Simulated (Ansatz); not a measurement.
Consider ZnSe in the zinc blende structure (space group F-43m, No. 216; a = 5.633 Å). Axes: x, y, z lie along the cube axes.

All numbers come from PBEsol, PAW, 420 eV (Ansatz, a first-principles code; spin-orbit coupling left out).

Strains are applied to the cell and any free atomic positions relax.

One change was made to it. Results:

```tsv
quantity	base	after
electron mass	0.091 mₑ (at Γ)	0.089 mₑ (at Γ)
valence-band top at Γ (three highest levels, from the VBM)	0.00, 0.00, 0.00 eV	0.00, 0.00, -0.06 eV
valley order (the lowest conduction-band minima on the path, energy above the VBM, named in the base's zone)	Γ 1.24 eV; L along ⟨111⟩ 2.48 eV	Γ 1.16 eV; L along [111] 2.43 eV
pressure (mean of the normal stresses, compression positive)	0.00 GPa	-0.94 GPa
```

Task: What was done to the base?
A. uniaxial strain ε_zz = +1.50 %
B. uniaxial strain ε_zz = +2.00 %
C. uniaxial strain ε_zz = −2.50 %

Result: A, uniaxial strain ε_zz = +1.50 %. For comparison, the valley order in the other runs: uniaxial strain ε_zz = +2.00 % gives Γ 1.13 eV; L along [111] 2.42 eV; uniaxial strain ε_zz = −2.50 % gives Γ 1.28 eV; L along [1-11] 2.45 eV; X along [001] 2.61 eV; X along [100] 2.72 eV.

The levels and masses belong to the bands next to the band gap. Masses are band curvatures over ±0.01 Å⁻¹ around the edge. Stability against distortions was not tested.
